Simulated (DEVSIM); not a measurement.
Device: abrupt Ge n-p junction, at 250 K.

Layer 1 from the left is Ge, thickness (μm) 12.0, Nd (cm⁻³) 2.4e16, τn (s) 0.00044, τp (s) 0.00044. Layer 2 from the left is Ge, thickness (μm) 30.0, Na (cm⁻³) 3.3e17, τn (s) 0.00044, τp (s) 0.00044.

Left contact: ohmic. Right contact: ohmic. Voltage is applied to the left contact. Recombination: SRH at mid-gap. Mobility is μmin + (μ − μmin)/(1 + (N/Nref)^α).

This is a model device: material constants are rounded textbook-type values typed into the input, and sizes, dopings and lifetimes were drawn at random. Values at 300 K; Nc and Nv go as T^1.5, mobilities as T to minus their exponent, the gap by Varshni's rule with the affinity fixed.

Ge: gap (eV) 0.664, affinity (eV) 4, permittivity 16, Nc (cm⁻³) 1.04e19, Nv (cm⁻³) 6e18, μn (cm²/Vs) 3900, μp (cm²/Vs) 1900, μn,min 150, μp,min 100, Nref,n 2.6e17, Nref,p 4e17, αn 0.56, αp 0.6, T exponent of μn 1.66, T exponent of μp 2.33, Varshni α (eV/K) 0.000477, Varshni β (K) 235.

Problem. Estimate by hand the built-in potential, the peak field at zero bias, and compare with a numerical solution.

Solution. 
- Built-in potential: ni = √(Nc Nv) exp(−Eg/2kT) = 7.88e11 cm⁻³ with Eg = 0.683 eV; Vbi = kT/q ln(Na Nd/ni²) = 0.501 V; numerical 0.501 V.
- Peak field at zero bias: depletion approximation: W = √(2εVbi/(qN)) = 0.199 μm with N = 2.24e16 cm⁻³; field = 2Vbi/W = 50400 V/cm; numerical 49600 V/cm (estimate above by 1.6 %).

Model (solved in DEVSIM): 1D drift-diffusion, Boltzmann statistics, complete ionisation; no tunnelling, impact ionisation, image-force lowering or self-heating.
